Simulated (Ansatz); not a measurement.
The parent structure is C in the diamond structure (space group Fd-3m, No. 227; a = 3.5317 Å). Axes: x, y, z lie along the cube axes.

Structures relaxed with Kohn–Sham DFT with the LDA functional, run in Ansatz (a program for electronic structure) with PAW and 420 eV plane waves, spin-orbit coupling left out.

Base:

Simulated powder pattern, Mo Kα, λ = 0.71073 Å (kinematic, ideal powder, no thermal factors, no anomalous dispersion; the 10 strongest lines at most, above 2 %, up to 2θ = 40°):

```json
[
 {"2θ (°)": "20.07", "I/Imax (%)": "100", "hkl": "(111)"},
 {"2θ (°)": "33.07", "I/Imax (%)": "44", "hkl": "(220)"},
 {"2θ (°)": "38.99", "I/Imax (%)": "25", "hkl": "(311)"}
]
```

After one change:

Simulated powder pattern, Mo Kα, λ = 0.71073 Å (kinematic, ideal powder, no thermal factors, no anomalous dispersion; the 10 strongest lines at most, above 2 %, up to 2θ = 40°):

| 2θ (°) | I/Imax (%) |
|---|---|
| 19.92 | 100 |
| 20.23 | 95 |
| 32.69 | 15 |
| 33.07 | 57 |
| 33.46 | 14 |
| 38.74 | 16 |
| 38.91 | 8.2 |
| 39.07 | 7.9 |
| 39.25 | 16 |

Task: What was done to the base?
A. tensor shear ε_xy = +2.00 %
B. tensor shear ε_xy = +0.57 %
C. tensor shear ε_xy = +1.14 %
D. tensor shear ε_xy = +1.43 %

Result: C, tensor shear ε_xy = +1.14 %. Its volume per atom is 5.51 Å³ against 5.51 Å³, and its space group is Imma (No. 74).

The cells carry an imposed strain or load. No phonon test of stability was made.
